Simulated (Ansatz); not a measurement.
**Nb: strain along the normal**

Nb (bcc, Im-3m, 17.139 Å³/atom and stress up to 0.01 GPa in the relaxed cell) under an equal strain ε in the (001) plane with the normal axis free, as in a coherent film. LDA in Ansatz, a plane-wave DFT program (PAW, default set), 420 eV, 28×28×28 Γ-centred mesh, Fermi-Dirac smearing 0.10 eV.

Here s stands for strain and y for normal strain.

```csv
strain (%),normal strain (%)
-1.50,1.58
-1.00,1.05
-0.50,0.53
0.00,0.00
0.50,-0.54
1.00,-1.09
1.50,-1.66
3.00,?
```

**Question.** Fit y against s with a straight line, and predict the withheld value at s = 3.00.

**Answer.** Means: s 0, y -0.019. About the means, the sum of products is -7.5350 and the sum of squares of s is 7.0000; the slope is their ratio. Least squares gives y = -0.019 - 1.0764·s. Residuals (row less fit): -0.016, -0.007, 0.011, 0.019, 0.017, 0.005, -0.026; standard error 0.019 (degrees of freedom: 5). The slope, about -1.1, is the elastic response of the normal axis, −2C12/C11 for this plane. At the withheld row, y = -0.019 - 1.0764 × 3.0 = -3.248%. The calculation gives -3.29%, 0.042% below the prediction (0.9 % of the range of y in the table). The row lies outside the fitted rows, so this is an extrapolation. From the scatter of the fitted rows alone, a prediction at this place has a standard error of 0.030%, so the miss is 1.4 times that.

A polynomial of degree 2 through the 12 other runs of the series gives -3.34 there. In a metal these values are sensitive to mesh and smearing; energies are taken to zero smearing, stresses follow the free energy. The runs aren't spin-polarised. Rows are the converged runs of the series near zero and its far end, less any whose ions stayed unrelaxed beside relaxed ones; series whose fitted rows scatter by over a few per cent of the range, as at a crossing or softening among them, aren't shown in this form. Most that stay on the fit to the last digits aren't either.
